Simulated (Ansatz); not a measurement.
**W, element substitutions**

The reference is W in the bcc (W type) structure (space group Im-3m, No. 229).

```cif
data_W2
_chemical_formula_sum 'W2'
_space_group_name_H-M_alt 'Im-3m'
_space_group_IT_number 229
_space_group_name_Hall '-I 4 2 3'
_cell_length_a 3.15430
_cell_length_b 3.15430
_cell_length_c 3.15430
_cell_angle_alpha 90.000
_cell_angle_beta 90.000
_cell_angle_gamma 90.000
loop_
_atom_site_label
_atom_site_type_symbol
_atom_site_symmetry_multiplicity
_atom_site_Wyckoff_symbol
_atom_site_fract_x
_atom_site_fract_y
_atom_site_fract_z
_atom_site_occupancy
W1 W 2 a 0.00000 0.00000 0.00000 1
```
(The calculation used a cell of 1 atom; values per cell refer to that cell.)

Each row replaces one element on all its sites; cell and atoms are relaxed.

Calculations: PBEsol (Ansatz, an electronic-structure program), no SOC.

```json
[
 {"variant": "base", "density": "19.45 g/cm³", "shortest interatomic distance": "273.2 pm"},
 {"variant": "W → Re", "density": "21.06 g/cm³", "shortest interatomic distance": "267.2 pm"},
 {"variant": "W → Ge", "density": "6.63 g/cm³", "shortest interatomic distance": "287.0 pm"},
 {"variant": "W → Hf", "density": "___", "shortest interatomic distance": "___"}
]
```

**Question.** Some entries are withheld; estimate them.

**Answer.** 
- W → Hf, density: 13.94 g/cm³
- W → Hf, shortest interatomic distance: 302.3 pm

Whether these cells are dynamically stable was not tested. For Re and Ge in this form, whether it has been made was not checked. The final runs are not spin-polarised. This is not the structure that Re has at room temperature and ambient pressure. This is not the structure that Ge has at room temperature and ambient pressure. This is not the structure that Hf has at room temperature and ambient pressure.
